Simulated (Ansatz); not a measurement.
Given:

End structure of a constructed model of the (111) surface of fcc Ni, ferromagnetic, (√3x√3)R30° surface alloy, Ti on one Ni site of the top plane (bottom of the slab: a bare face, its two planes held):

```
CELL_PARAMETERS angstrom
      3.73286     2.15517     0.00000
     -3.73286     2.15517     0.00000
      0.00000     0.00000    26.50000
ATOMIC_POSITIONS crystal
  Ni 0.00000 0.66667 0.30695
  Ni 0.33333 0.33333 0.30695
  Ni 0.66667 0.00000 0.30695
  Ni 0.00000 0.33333 0.38363
  Ni 0.33333 0.00000 0.38363
  Ni 0.66667 0.66667 0.38363
  Ni 0.00000 0.00000 0.46008
  Ni 0.33333 0.66667 0.46018
  Ni 0.66667 0.33333 0.46018
  Ni 0.00000 0.66772 0.53680
  Ni 0.33228 0.33228 0.53680
  Ni 0.66772 0.00000 0.53680
  Ni 0.00000 0.33139 0.61422
  Ni 0.33139 0.00000 0.61422
  Ni 0.66861 0.66861 0.61422
  Ti 0.00000 0.00000 0.69744
  Ni 0.33333 0.66667 0.68851
  Ni 0.66667 0.33333 0.68851
```

Slab: 18 atoms, 10.2 Å thick at the start (thin: gaps and levels are the slab's own); k 10x10x1, smearing 0.1 eV, dipole-corrected; 6 atoms held, the rest relaxed; held to the start's symmetry, so lower structures may exist; spin-polarised, ending with about 8.5 μB a cell; orders that need a larger cell were not tried, no spin-orbit, no U. It is one candidate, not shown to be the stable structure of the face.

Predict the work function of the top face from PBE (Ansatz, a quantum-chemistry and plane-wave program).

4.46 eV
